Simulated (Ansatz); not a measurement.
The starting structures come from a database of crystals and need not be the phases stable at ambient conditions.

Inside the gap of an insulator the Bloch states are evanescent, with a wavenumber k + iκ along the transport direction.

```xyz
4
Lattice="4.1115 0.0000 0.0000 -2.0557 5.8148 0.0000 0.0000 0.0000 4.2682" Properties=species:S:1:pos:R:3 pbc="T T T"
Pb     2.0557     4.3398     3.2012
Pb     0.0000     1.4750     1.0671
S      2.0557     1.6358     3.2012
S      0.0000     4.1790     1.0671
```

The cell was relaxed by PBE-D3(BJ); by r2SCAN it stands under a pressure of 1.2 GPa.

Transport runs along the normal of the first two printed cell vectors.

The gap is the functional's own, uncorrected, and κ follows it; spin-orbit coupling is left out. Mid-gap means the computed energy nearest the middle.

Task: Compute, with r2SCAN run with Ansatz (a quantum-chemistry and plane-wave program), the band gap and the smallest decay constant κ at mid-gap.

Result: Gap 1.38 eV on a 8×8×8 mesh; κ = 0.112 1/Å, at (0.000, 0.500) of the in-plane reciprocal vectors. At the zone centre the slowest state has κ = 0.18 1/Å.
